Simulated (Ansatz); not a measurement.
The starting structures come from a database of crystals and need not be the phases stable at ambient conditions.

Here is the system:

```
MgTe
1.0
    4.47932     0.00000     0.00000
   -2.23966     3.87921     0.00000
    2.23966    -1.29307     3.65735
Mg Te
1 1
Cartesian
  0.00000   0.00000   0.00000
  4.47932   0.00000   2.74301
```

Space group of this cell: F-43m, zinc blende. The cell is strained (all lengths scaled by 0.98); by PBEsol its mean pressure is 2.0 GPa.

Transport runs along the normal of the first two printed cell vectors, the (111) plane of the conventional cell.

No gap correction and no spin-orbit coupling; mid-gap values are interpolated between computed energies.

Problem. Predict the band gap and the smallest decay constant κ at mid-gap from PBEsol (Ansatz, a program for electronic structure).

Solution. Gap 2.56 eV on a 8×8×8 mesh; κ = 0.160 1/Å, at the zone centre.
